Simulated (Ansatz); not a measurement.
# Element substitutions in TlGaTe2

Take TlGaTe2 (space group I4/mcm, No. 140; a = 8.3499 Å, c = 6.7672 Å) as the base.

Each row replaces one element on all its sites; cell and atoms are relaxed.

All numbers come from Ansatz (a quantum-chemistry and plane-wave program) PBEsol, without spin-orbit coupling, earlier PAW set.

Only one of these keeps a band gap. Which?
A) Tl → Cd
B) Te → Se
C) Tl → In

B, Te → Se. Computed: Tl → Cd: zero; Tl → In: zero; Te → Se: 0.26 eV

With Te and Tl present, leaving out spin-orbit coupling can change the band edges. Whether these cells are dynamically stable was not tested. As relaxed here, CdGaTe2 is a hypothetical phase, not in the database extracts checked. For InGaTe2 and TlGaSe2 in this form, whether it has been made was not checked. All final runs are without spin polarisation. A zero or small gap of TlGaTe2, InGaTe2 and TlGaSe2 can be the functional's error rather than a property of the material.
